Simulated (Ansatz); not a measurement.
An Ansatz (a quantum-chemistry and plane-wave program) run: AlRu with a change (Al → Na); Kohn–Sham DFT with the PBEsol functional, run in Ansatz with PAW and 420 eV plane waves, scalar-relativistic without spin-orbit coupling.

Input:

Ansatz 0.2 input:
```yaml
crystal:
  lattice:
    - [3.1899815693, 0, 0]
    - [0, 3.1899815693, 0]
    - [0, 0, 3.1899815693]
  atoms:
    - { symbol: Na, position: [0, 0, 0] }
    - { symbol: Ru, position: [0.5, 0.5, 0.5] }
basis: { ecutwfc: 420, ecutrho_ratio: 4, xc_grid: 2, fft_grid_basis: typed }
kpoints: { mp_grid: { grid: [15, 15, 15] } }
hamiltonian:
  xc: pbesol
  dispersion: none
  pseudopotentials: { kind: paw }
scf: { occupations: { method: fermi_dirac, width: 0.05 }, convergence: { dr2_threshold: 0.0000000002 } }
output: { forces: true, stress: true }
checkpoint: { write: state.ck, write_every: 1000 }
```

Output (explanatory and most iteration lines left out):

```
Pseudopotential: Na, paw, valence charge 9
Pseudopotential: Ru, paw, valence charge 16
Crystal: 2 atoms, lattice volume = 32.461 Å³
Basis set: ecut = 420 eV, 619 PW (Γ), exchange–correlation on 48×48×48 points (8 copies of the dense FFT grid, shifted against one another)
Bands: 17, of which v1, the nominal top of the filled ones, is band 13 counted from 1 (12 counted from 0)
Symmetry: 48 space group operations
Space group: Pm-3m (ITA 221), of the structure as read, at distance tolerance 3.2e-5 Å
k-points: 120 of 3375
Functional: x = pbesol(κ = 0.804, μ = 0.12345679012345678), c = pbesol(β = 0.046)
SCF iter   1: F=—  HF=-7289.042309 eV  |F-HF|=—  |Δ(HF+E_count)|=         —  Δρ=9.13e-3  dr2=8.82e-3  ethr=1.77e-3  ⟨swp⟩=5.0  Hψ=9671  notcnv=0
SCF iter   2: F=—  HF=-7289.040056 eV  |F-HF|=—  |Δ(HF+E_count)|=   2.25e-3  Δρ=4.32e-3  dr2=2.19e-3  ethr=3.53e-5  ⟨swp⟩=2.3  Hψ=3729  notcnv=0
SCF 1 converged in 7 iterations: F = -7289.039422 eV  dr2 = 1.10e-10
SCF converged after 7 iterations
Free energy (F): -7289.039422 eV
Internal energy: -7289.004466 eV  (E = F + TS)
E sigma→0 (E₀):  -7289.021944 eV
Entropy (-TS):   -0.034956 eV (-17.478 meV/atom)
Fermi energy:    11.548660 eV
--- Forces (eV/Å), atoms counted from 1 ---
  atom   1  Na    -0.00000000     0.00000000    -0.00000000
  atom   2  Ru     0.00000000     0.00000000     0.00000000
--- Stress (GPa, compression-positive) ---
       -0.002121       0.000000      -0.000000
        0.000000      -0.002121       0.000000
        0.000000       0.000000      -0.002121
  P = ⅓ Tr σ = -0.0021 GPa (-0.021 kbar)
```

Stability against distortions was not tested. The final runs are not spin-polarised. An odd electron count without spin: NaRu. The cell was made from AlRu by this change: Al → Na; the result is a hypothetical phase, not in the database extracts checked. NaRu has a high density of states at the Fermi level and may be magnetic at this level.
